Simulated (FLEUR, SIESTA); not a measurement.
A FLEUR input for a self-consistent single point of KLaF4 (P4/mmm, 6 atoms in the cell) (DFT, PBEsol, all-electron FLAPW (FLEUR), scalar-relativistic valence):

Input of the input generator:

```
scf KLaF4
&input film=f /
3.8997760000 0.0000000000 0.0000000000
0.0000000000 3.8997760000 0.0000000000
0.0000000000 0.0000000000 5.8911750000
1.8897261246
1.0 1.0 1.0

6
19 0.0000000000 0.0000000000 0.0000000000
57 0.5000000000 0.5000000000 0.5000000000
9 0.5000000000 0.0000000000 0.7163900000
9 0.5000000000 0.0000000000 0.2836100000
9 0.0000000000 0.5000000000 0.7163900000
9 0.0000000000 0.5000000000 0.2836100000

&comp jspins=1 /
&exco xctyp='PBEs' /
&kpt div1=6 div2=6 div3=4 gamma=t /
&end /
```

```xml
<?xml version="1.0" encoding="UTF-8" standalone="no"?>
<fleurInput fleurInputVersion="0.39">
   <comment>
      scf KLaF4                                                                                           
   </comment>
   <calculationSetup>
      <cutoffs Kmax="4.0" Gmax="16.0" GmaxXC="16.0" numbands="0"/>
      <scfLoop itmax="100" minDistance="0.00001" maxIterBroyd="99" imix="Anderson" alpha="0.05" precondParam="0.0" spinf="2.0"/>
      <coreElectrons ctail="T" frcor="F" kcrel="0" coretail_lmax="0"/>
      <xcFunctional name="PBEs" relativisticCorrections="F"/>
      <magnetism jspins="1"/>
      <soc l_soc="F" theta="0.0" phi="0.0" spav="F"/>
      <expertModes spex="0" secvar="F"/>
      <geometryOptimization l_f="T" forcealpha="1.0" forcemix="BFGS" epsdisp="0.00001" epsforce="0.00001"/>
      <ldaU l_linMix="F" mixParam="0.05" spinf="1.0"/>
   </calculationSetup>
   <cell>
      <bzIntegration valenceElectrons="48.0" mode="hist" fermiSmearingEnergy="0.00036749">
         <kPointListSelection listName="default-1"/>
         <!-- k-points included here -->
         <xi:include xmlns:xi="http://www.w3.org/2001/XInclude" href="kpts.xml"> </xi:include>
      </bzIntegration>
      <!-- symmetry operations included here -->
      <xi:include xmlns:xi="http://www.w3.org/2001/XInclude" href="sym.xml"> </xi:include>
      <bulkLattice scale="1.0">
         <bravaisMatrix>
            <row-1>    7.3695085872880890     0.0000000000000000     0.0000000000000000</row-1>
            <row-2>    0.0000000000000000     7.3695085872880890     0.0000000000000000</row-2>
            <row-3>    0.0000000000000000     0.0000000000000000    11.1327073020904042</row-3>
         </bravaisMatrix>
      </bulkLattice>
   </cell>
   <atomSpecies>
      <species name="Potassium (K)" element="K" atomicNumber="19">
         <mtSphere radius="2.63" gridPoints="925" logIncrement="0.013"/>
         <atomicCutoffs lmax="10" lnonsphr="8"/>
         <electronConfig flipSpins="F">
            <coreConfig>(1s1/2) (2s1/2) (2p1/2) (2p3/2)</coreConfig>
            <valenceConfig>(3s1/2) (3p1/2) (3p3/2) (4s1/2)</valenceConfig>
            <stateOccupation state="(4s1/2)" spinUp="0.5" spinDown="0.5"/>
         </electronConfig>
         <energyParameters s="4" p="4" d="3" f="4"/>
         <lo type="SCLO" l="0" n="3" eDeriv="0"/>
         <lo type="SCLO" l="1" n="3" eDeriv="0"/>
      </species>
      <species name="Lanthanum (La)" element="La" atomicNumber="57">
         <mtSphere radius="2.63" gridPoints="925" logIncrement="0.014"/>
         <atomicCutoffs lmax="10" lnonsphr="8"/>
         <electronConfig flipSpins="F">
            <coreConfig>(1s1/2) (2s1/2) (2p1/2) (2p3/2) (3s1/2) (3p1/2) (3p3/2) (4s1/2) (3d3/2) (3d5/2) (4p1/2) (4p3/2) (4d3/2) (4d5/2)</coreConfig>
            <valenceConfig>(5s1/2) (5p1/2) (5p3/2) (6s1/2) (5d3/2) (5d5/2)</valenceConfig>
            <stateOccupation state="(5d3/2)" spinUp="0.2" spinDown="0.2"/>
            <stateOccupation state="(5d5/2)" spinUp="0.3" spinDown="0.3"/>
         </electronConfig>
         <energyParameters s="6" p="6" d="5" f="4"/>
         <lo type="SCLO" l="0" n="5" eDeriv="0"/>
         <lo type="SCLO" l="1" n="5" eDeriv="0"/>
      </species>
      <species name="Fluorine (F)" element="F" atomicNumber="9">
         <mtSphere radius="1.48" gridPoints="523" logIncrement="0.021"/>
         <atomicCutoffs lmax="6" lnonsphr="4"/>
         <electronConfig flipSpins="F">
            <coreConfig>(1s1/2)</coreConfig>
            <valenceConfig>(2s1/2) (2p1/2) (2p3/2)</valenceConfig>
            <stateOccupation state="(2p1/2)" spinUp="0.8333333333333" spinDown="0.8333333333333"/>
            <stateOccupation state="(2p3/2)" spinUp="1.6666666666667" spinDown="1.6666666666667"/>
         </electronConfig>
         <energyParameters s="2" p="2" d="3" f="4"/>
      </species>
   </atomSpecies>
   <atomGroups>
      <atomGroup species="Potassium (K)">
         <relPos label="                   1">.0000000000 .0000000000 .0000000000</relPos>
         <force calculate="T" relaxXYZ="TTT"/>
      </atomGroup>
      <atomGroup species="Lanthanum (La)">
         <relPos label="                   2">1.000/2.000 1.000/2.000 1.000/2.000</relPos>
         <force calculate="T" relaxXYZ="TTT"/>
      </atomGroup>
      <atomGroup species="Fluorine (F)">
         <relPos label="                   3">1.000/2.000 .0000000000 -.2836100000</relPos>
         <relPos label="                   4">1.000/2.000 .0000000000 .2836100000</relPos>
         <relPos label="                   5">.0000000000 1.000/2.000 -.2836100000</relPos>
         <relPos label="                   6">.0000000000 1.000/2.000 .2836100000</relPos>
         <force calculate="T" relaxXYZ="TTT"/>
      </atomGroup>
   </atomGroups>
   <output dos="F" band="F" slice="F">
      <checks vchk="F" cdinf="F"/>
      <bandDOS minEnergy="-.5*Htr" maxEnergy="0.5*Htr" sigma="0.015" storeEVData="T"/>
      <vacuumDOS vacdos="F" integ="F" star="F" nstars="0" locx1="0.0" locy1="0.0" locx2="0.0" locy2="0.0" nstm="0" tworkf="0.0"/>
      <unfoldingBand unfoldBand="F" supercellX="1" supercellY="1" supercellZ="1"/>
      <plotting iplot="0" polar="F">
         <plot TwoD="T" vec1="  1.0  0.0  0.0" vec2="  0.0  1.0  0.0" vec3="  0.0  0.0  1.0" zero="  0.0  0.0  0.0" file="plot"/>
      </plotting>
      <chargeDensitySlicing numkpt="0" minEigenval="0.0" maxEigenval="0.0" nnne="0" pallst="F"/>
      <specialOutput eonly="F"/>
      <magneticCircularDichroism mcd="F" energyLo="-10.0" energyUp="0.0"/>
   </output>
  <!-- We include the file relax.xml here to enable relaxations (see documentation) -->
  <xi:include xmlns:xi="http://www.w3.org/2001/XInclude" href="relax.xml"> <xi:fallback/> </xi:include>
</fleurInput>
```

Problem. Write the same calculation as an input for SIESTA.

Solution. This is the input that was run; spellings and numerical settings could be chosen otherwise.

```
# files in the folder: K.psml La.psml F.psml (PseudoDojo PBEsol standard)
SystemName  KLaF4
SystemLabel KLaF4

NumberOfAtoms                6
NumberOfSpecies              3
%block ChemicalSpeciesLabel
  1 19 K
  2 57 La
  3 9 F
%endblock ChemicalSpeciesLabel
LatticeConstant              1.0 Bohr
%block LatticeVectors
     7.369508587    0.000000000    0.000000000
     0.000000000    7.369508587    0.000000000
     0.000000000    0.000000000   11.132707302
%endblock LatticeVectors
AtomicCoordinatesFormat      Ang
%block AtomicCoordinatesAndAtomicSpecies
     0.000000000    0.000000000    0.000000000  1
     1.949888000    1.949888000    2.945587500  2
     1.949888000    0.000000000    4.220378858  3
     1.949888000    0.000000000    1.670796142  3
     0.000000000    1.949888000    4.220378858  3
     0.000000000    1.949888000    1.670796142  3
%endblock AtomicCoordinatesAndAtomicSpecies

XC.functional                GGA
XC.authors                   PBEsol
PAO.BasisSize                DZP
PAO.EnergyShift              0.005 Ry
MeshCutoff                   300 Ry
%block kgrid.MonkhorstPack
    6   0   0  0.0
    0   6   0  0.0
    0   0   4  0.0
%endblock kgrid.MonkhorstPack
OccupationFunction           FD
ElectronicTemperature        10.0 meV

MaxSCFIterations             150
SCF.Mixer.Method             Broyden
SCF.Mixer.Weight             0.25
SCF.Mixer.History            8
SCF.DM.Tolerance             1.0E-04
Diag.ParallelOverK           true
WriteForces                  true
```

Basis, cutoffs, solver keys and any potentials are the target program's own. This input uses DFT, GGA PBEsol, numerical atomic orbitals DZP, PseudoDojo PBEsol standard norm-conserving potentials (rewritten from UPF to PSML).

The starting cell comes from a database of computed structures (which also holds hypothetical and non-ambient phases and stackings), without a prior relaxation at this level. Its lattice was rescaled by a random factor within 2.5 % of one. For this run, on top of that: lattice scaled by 0.98.
